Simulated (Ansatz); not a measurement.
System: rock-salt TmN. Method: r²SCAN (PAW; Ansatz, a quantum-chemistry and plane-wave program).

Run with plane-wave cutoff 500 eV, 14×14×14 k mesh, Fermi–Dirac smearing 0.05 eV, spin-polarised with parallel moments, scalar-relativistic PAW data made under PBE.

Computed at the level's own relaxed cell.

Task: Predict the equilibrium volume per atom and lattice constant a.

Result: 
equilibrium volume per atom: 13.77 Å³/atom
lattice constant a: 4.794 Å

Note: the magnetic order was assumed, not searched for or taken from measurement; the 4f shell is treated without U or exact exchange, so its levels and filling can be wrong.

Spin–orbit coupling is not included.

Computed values are for the static lattice.

It cost around 70 core-seconds (rough) of CPU time.
